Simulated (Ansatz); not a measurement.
```
CELL_PARAMETERS angstrom
      4.87754     0.00000     0.00000
      0.00000     4.87754     0.00000
      0.00000     0.00000     3.16488
ATOMIC_POSITIONS crystal
  Sn 0.00000 0.00000 0.00000
  Sn 0.50000 0.50000 0.50000
  O  0.30662 0.30662 0.00000
  O  0.69338 0.69338 0.00000
  O  0.80662 0.19338 0.50000
  O  0.19338 0.80662 0.50000
```

Calculation: PBE, rigid bands (plane waves, PAW, scalar-relativistic; Ansatz, a first-principles code). Condition of this run: biaxial stress in the c plane of -6 GPa (compression positive) (the target of the relaxation). Geometry: cell and atoms relaxed with PBEsol, then loaded as said.

**Question.** Predict the hole conductivity mass (n e² τ/σ) at 300 K, by direction if it differs.

**Answer.** 1.44 (x), 1.44 (y), 2.3 (z) mₑ.

**Question.** Predict the electron conductivity mass (n e² τ/σ) at 300 K, by direction if it differs.

**Answer.** 0.21 (x), 0.21 (y), 0.177 (z) mₑ.

**Question.** And the band gap?

**Answer.** 0.84 eV at this level; semilocal functionals usually fall short of the measured gap.

Rigid bands, one relaxation time for all states, no polarons. Spin-orbit coupling is left out; where it splits the top of the valence band it changes the hole mass and lowers the gap by about a third of the splitting. Geometry: cell and atoms relaxed with PBEsol.
